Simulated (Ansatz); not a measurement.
Ansatz (a program for electronic structure) run on TaNi₃ (Fmm2, 4 atoms in the cell): self-consistent single point.

Method of the run: PBEsol, default PAW files made with PBE (plane waves; Ansatz).

```
CELL_PARAMETERS angstrom
      0.00000     2.55880     3.71566
      2.55403     0.00000     3.71566
      2.55403     2.55880     0.00000
ATOMIC_POSITIONS crystal
  Ta 0.00673 0.00673 0.99327
  Ni 0.50000 0.50000 0.50000
  Ni 0.25000 0.25000 0.25000
  Ni 0.75000 0.75000 0.75000
```

Reference input (self-consistent single point, DFT, PBEsol, plane waves, default PAW files made with PBE): basis.ecutwfc = 420 eV; kpoints.mp_grid.grid = 10 10 10; hamiltonian.xc = pbesol; hamiltonian.pseudopotentials = {kind: paw} (the program's default PAW files); scf.occupations.method = fermi_dirac; scf.occupations.width = 0.1 eV. This run's input differs from it in these lines:

Ansatz 0.2 input:
```diff
@@ -14,3 +14,3 @@
 kpoints:
-  mp_grid: { grid: [10, 10, 10] }
+  mp_grid: { grid: [20, 20, 20] }
 hamiltonian:
@@ -19,3 +19,3 @@
 scf:
-  occupations: { method: fermi_dirac, width: 0.1 }
+  occupations: { method: fermi_dirac, width: 0.3 }
 output:
```

The program printed (abridged):

```
SCF iter   1: F=—  HF=-27223.320532 eV  |F-HF|=—  |Δ(HF+E_count)|=         —  Δρ=3.42e-2  dr2=4.16e-1  ethr=1.77e-3  ⟨swp⟩=4.5  Hψ=154305  notcnv=0
all-band conjugate gradients solve this SCF's bands
preconditioner: auto → Kerker (q_TF=auto, 2.879 Å⁻¹)
SCF iter   2: F=—  HF=-27223.285731 eV  |F-HF|=—  |Δ(HF+E_count)|=   3.48e-2  Δρ=1.17e-2  dr2=6.42e-2  ethr=6.21e-4  ⟨swp⟩=1.0  Hψ=59467  notcnv=0
SCF iter   3: F=—  HF=-27223.279882 eV  |F-HF|=—  |Δ(HF+E_count)|=   5.85e-3  Δρ=2.91e-3  dr2=6.17e-3  ethr=9.57e-5  ⟨swp⟩=1.0  Hψ=50138  notcnv=0
SCF iter   4: F=—  HF=-27223.279217 eV  |F-HF|=—  |Δ(HF+E_count)|=   6.66e-4  Δρ=5.09e-4  dr2=1.69e-4  ethr=9.21e-6  ⟨swp⟩=1.0  Hψ=50212  notcnv=0
SCF iter   5: F=—  HF=-27223.279189 eV  |F-HF|=—  |Δ(HF+E_count)|=   2.78e-5  Δρ=1.37e-4  dr2=9.95e-6  ethr=2.52e-7  ⟨swp⟩=2.2  Hψ=78013  notcnv=0
SCF iter   6: F=—  HF=-27223.279190 eV  |F-HF|=—  |Δ(HF+E_count)|=   9.11e-7  Δρ=3.61e-5  dr2=4.66e-7  ethr=1.49e-8  ⟨swp⟩=2.3  Hψ=76512  notcnv=0
SCF iter   7: F=-27223.279190 eV  HF=-27223.279190 eV  |F-HF|=1.36e-8  |Δ(HF+E_count)|=   7.04e-8  Δρ=7.87e-6  dr2=1.74e-8  ethr=1.49e-10  ⟨swp⟩=5.3  Hψ=206636  notcnv=0
SCF 1 converged in 7 iterations: F = -27223.279190 eV  dr2 = 1.74e-8
Free energy (F): -27223.279190 eV
Internal energy: -27222.453944 eV  (E = F + TS)
E sigma→0 (E₀):  -27222.866567 eV
Entropy (-TS):   -0.825245 eV (-206.311 meV/atom)
Fermi energy:    19.476665 eV
--- Forces (eV/Å), atoms counted from 1 ---
  atom   1  Ta     0.00000000     0.00000000    -0.53553434
  atom   2  Ni     0.00000000     0.00000000     0.05110477
  atom   3  Ni     0.00000000     0.00000000     0.24221125
  atom   4  Ni    -0.00000000     0.00000000     0.24221125
--- Stress (GPa, compression-positive) ---
       -2.046268       0.000000       0.000000
        0.000000      -2.506047       0.000000
        0.000000       0.000000      -3.175859
  P = ⅓ Tr σ = -2.5761 GPa (-25.761 kbar)
  The stress holds the Pulay correction. Without it, at fixed plane waves, as pw.x and ABINIT print it: P = -2.6373 GPa
```

The run converged in 7 iterations. Against the reference run the free energy drops by 76.8 meV/atom, the pressure goes from -4.42 to -2.58 GPa and the largest force goes from 0.504 to 0.536 eV/Å.

The starting cell comes from a database of computed structures (which also holds hypothetical and non-ambient phases and stackings), without a prior relaxation at this level. Its lattice was rescaled by up to half a per cent. One atom was moved a little off its site on purpose. Spin polarisation is off. Ansatz's pressure includes its estimate of the finite-basis (Pulay) stress.

Cost on one core of a shared machine: roughly 3 min.
